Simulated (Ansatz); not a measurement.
Consider WSe2 in the 2H-MoS2 type structure (space group P6_3/mmc, No. 194; a = 3.231 Å, c = 12.411 Å; layered, stacked along the Cartesian z axis). Axes: x lies along a and z along c of the hexagonal cell.

Modification: tensile biaxial strain of 1.02 % in the plane normal to [001], as in epitaxy on a mismatched substrate; the out-of-plane cell vector and the atoms relax.

Levels (all Ansatz, an electronic-structure program, PAW): PBEsol-D3(BJ) (420 eV, no spin-orbit coupling); r2SCAN (500 eV, spin-orbit coupling left out); HSE06 (420 eV, no spin-orbit coupling).

One geometry, relaxed with PBEsol-D3(BJ), under each level:

| level | band gap | lowest conduction level above the VBM at special points |
|---|---|---|
| PBEsol-D3(BJ) | 0.67 eV | K 1.21 eV; H 1.21 eV; M 2.02 eV; L 2.05 eV |
| r2SCAN | 0.82 eV | K 1.30 eV; H 1.30 eV; M 2.14 eV; L 2.16 eV |
| HSE06 | ___ | ___ |

Task: Give the withheld HSE06 results.

Result: 
- HSE06, band gap: 1.13 eV
- HSE06, lowest conduction level above the VBM at special points: K 1.64 eV; H 1.64 eV; M 2.61 eV; Γ 3.10 eV

Single points use the geometry relaxed with PBEsol-D3(BJ). The hybrid gap comes from the SCF mesh plus the semilocal run's edge points and a few special points and is an upper bound. With W present, leaving out spin-orbit coupling can change the band edges. Stability against distortions was not tested.
